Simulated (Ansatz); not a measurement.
Base system: Sn in the diamond structure (space group Fd-3m, No. 227; a = 6.540 Å; relaxed with 0.1 eV smearing). Axes: x, y, z lie along the cube axes.

Method: PBEsol, PAW, 420 eV (Ansatz, an electronic-structure program; spin-orbit coupling left out).

Modification: uniaxial strain ε_zz = +3.00 %, all other strain components held at zero, atoms relaxed at fixed cell.

**Question.** Predict the stress tensor and what it implies for the stiffness.

**Answer.** Stress of the strained cell less that of the base (GPa, compression positive):
```
   -0.8     0.0     0.0
    0.0    -0.8     0.0
    0.0     0.0    -1.8
```

Then −Δσ_ii/ε with ε = 0.0300 gives secant stiffness values (nonlinear terms included at this strain): C33 ≈ 59 GPa, C13 ≈ 28 GPa and C23 ≈ 28 GPa.

As a check, the harmonic strain energy −½ V₀ Δσ:ε is 5.8 meV/atom; the computed energy rise is 5.8 meV/atom.

No phonon test of stability was made.
